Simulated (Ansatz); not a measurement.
Consider these faces of hcp Re, relaxed from ideal cuts in 1x1 cells: (0001), (10-10), (10-11), (10-12), (11-20), (11-21), (20-21), (21-30).

The numbers are results of PBE (plane waves to 420 eV, PAW; Ansatz, a first-principles code), not measurements.

Question: Rank these by surface energy (lowest first), as PBE gives it.

Answer: (0001) (2.63 J/m²), (10-10) (2.90 J/m²), (11-20) (3.13 J/m²), (21-30) (3.15 J/m²), (20-21) (3.19 J/m²), (10-11) (3.34 J/m²), (10-12) (3.36 J/m²), (11-21) (3.40 J/m²)
